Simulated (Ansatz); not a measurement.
# Pressure series in BP

Start from BP in the wurtzite structure (space group P6_3mc, No. 186; a = 3.1907 Å, c = 5.2955 Å; a cell from a computed database, its experimental status unchecked).

Cell and atoms are relaxed at each pressure.

Calculations: r2SCAN, PAW, 500 eV (Ansatz, an electronic-structure program; scalar-relativistic without spin-orbit coupling), earlier PAW set.

```csv
case,shortest interatomic distance,density,c/a ratio,electron mass
base,1.959 Å,2.97 g/cm³,1.660,"0.24 mₑ along c, 0.42 mₑ across (at K)"
pressure −2 GPa,1.967 Å,2.94 g/cm³,1.659,"0.24 mₑ along c, 0.43 mₑ across (at K)"
pressure −1 GPa,1.963 Å,2.95 g/cm³,1.660,"0.24 mₑ along c, 0.42 mₑ across (at K)"
pressure 1.8 GPa,1.952 Å,3.00 g/cm³,1.660,"0.24 mₑ along c, 0.42 mₑ across (at K)"
pressure 4.2 GPa,1.944 Å,3.04 g/cm³,1.660,"0.24 mₑ along c, 0.42 mₑ across (at K)"
pressure 9 GPa,1.928 Å,3.12 g/cm³,1.661,"0.24 mₑ along c, 0.41 mₑ across (at K)"
pressure 18 GPa,1.902 Å,3.25 g/cm³,1.661,"0.23 mₑ along c, 0.40 mₑ across (at K)"
pressure 30 GPa,1.872 Å,3.41 g/cm³,1.663,"0.23 mₑ along c, 0.39 mₑ across (at K)"
pressure 45 GPa,1.841 Å,3.59 g/cm³,1.664,"0.22 mₑ along c, 0.38 mₑ across (at K)"
pressure 60 GPa,1.815 Å,3.74 g/cm³,1.666,–
```

The levels and masses belong to the bands next to the band gap. Load acts through the strain it causes; cell and atoms are relaxed under it. Masses are band curvatures over ±0.01 Å⁻¹ around the edge. Whether these cells are dynamically stable was not tested. Competing high-pressure phases were not computed. All final runs are without spin polarisation. This is not the structure that BP has at room temperature and ambient pressure.
